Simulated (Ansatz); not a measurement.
Consider the following.

```xyz
2
Lattice="0.0000 2.3923 2.3923 2.3923 0.0000 2.3923 2.3923 2.3923 0.0000" Properties=species:S:1:pos:R:3 pbc="T T T"
B      0.0000     0.0000     0.0000
As     1.1961     1.1961     1.1961
```

No spin polarisation.

Method: PBE (Ansatz, a first-principles code; PAW; 420 eV plane waves; spin-orbit coupling left out). Γ-centred 12×12×12 mesh, Fermi–Dirac width 0.05 eV.

**Question.** Predict the gap character and band gap.

**Answer.** The gap character is indirect, Γ → Γ–X (82 % along) and the band gap is 1.19 eV.

Load acts through the strain it causes; cell and atoms are relaxed under it. Whether these cells are dynamically stable was not tested. The cell was made from BAs in the zinc blende structure (space group F-43m, No. 216) by this change: pressure 2.1 GPa.
